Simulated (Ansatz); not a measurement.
Amorphous Ti20O41Mg, 62 atoms at 3.58 g/cm³, one PBE-relaxed geometry, zone centre. Methods: PBE, scalar-relativistic without spin-orbit coupling (Ansatz, a first-principles code); r2SCAN, scalar-relativistic without spin-orbit coupling (Ansatz); HSE06, scalar-relativistic without spin-orbit coupling (Ansatz). Plane waves to 420 eV (r2SCAN 500 eV); exact exchange is cut at the cell's faces. At PBE the levels at the filled edge of the gap are localised (band-tail or defect states). All rungs ran without spin polarisation.

Preparation: random packing, a CHGNet melt and quench, and a DFT relaxation. O atoms were pushed apart under 1.9 Å during the dynamics, to hinder bonds among them. The hot cell started wider than the set density and was brought back towards it in steps. It is the lowest in DFT energy of 2 quenches. It is a model cell: composition and starting density were chosen by hand, and all elements were melted together. No dispersion term was used. Its density started from a set value of 3.58 and ended at 3.58 g/cm³. The simulated quench (nominally 360 K/ps over its main leg) is rapid and tends to freeze in more defects than a deposited or slowly cooled glass has. A cell of this size samples the disorder only roughly. The volume was held where the preparation left it and the shape relaxed, at a PBE pressure of 1.6 GPa. Stress components on the final sampling reach 1.7 GPa. On a 2×2×2 Γ-centred mesh force components of up to 0.23 eV/Å stay, since the relaxation ran on the zone centre alone.

The relaxation ran on the zone centre alone. At PBE the level gap is 2.47 eV on a 2×2×2 Γ-centred mesh, and the spacing at the zone centre alone 2.48 eV.

**Question.** What zone-centre spacing does r2SCAN give, roughly?

**Answer.** 2.82 eV (+0.33 eV against PBE).

**Question.** What zone-centre spacing does HSE06 give, roughly?

**Answer.** 3.96 eV (+1.48 eV against PBE).

The highest filled and the lowest empty state spread over these numbers of atoms (participation numbers): PBE: 9.7 and 12.7; r2SCAN: 9.1 and 11.7; HSE06: 8.7 and 12.2.
